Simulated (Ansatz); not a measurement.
# How the lattice parameter c of YGe (model structure, started from the NiAs type, P6₃/mmc, No. 194, 4 atoms in the cell) moves with the method

No measured value is used here.

```csv
level (code),value (Å)
PBE (Ansatz),7.862
PBEsol (Ansatz),7.827
PBE-D3(BJ) (Ansatz),7.850
```

Ansatz's density-functional and Hartree–Fock values are scalar-relativistic unless marked +SOC, with PAW data made under PBE.

A model structure was made by putting elements into a prototype or built by hand; it is no filed structure, need not be a known phase, and can be a saddle point held by its symmetry.

Ansatz is a program for electronic structure.
